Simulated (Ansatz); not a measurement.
```
CELL_PARAMETERS angstrom
      0.00000     3.04385     3.04385
      3.04385     0.00000     3.04385
      3.04385     3.04385     0.00000
ATOMIC_POSITIONS crystal
  In 0.75000 0.75000 0.75000
  As 0.00000 0.00000 0.00000
```

Level of theory: HSE06, rigid bands (plane waves, PAW, scalar-relativistic; Ansatz, an electronic-structure program). Cell: cell and atoms relaxed with PBEsol.

**Question.** Predict the electron conductivity mass (n e² τ/σ) at 300 K, by direction if it differs.

**Answer.** 0.031 mₑ.

**Question.** And the band gap?

**Answer.** 0.42 eV at this level.

Rigid bands, one relaxation time for all states, no polarons. Spin-orbit coupling is left out; where it splits the top of the valence band it changes the hole mass and lowers the gap by about a third of the splitting. Geometry: cell and atoms relaxed with PBEsol.
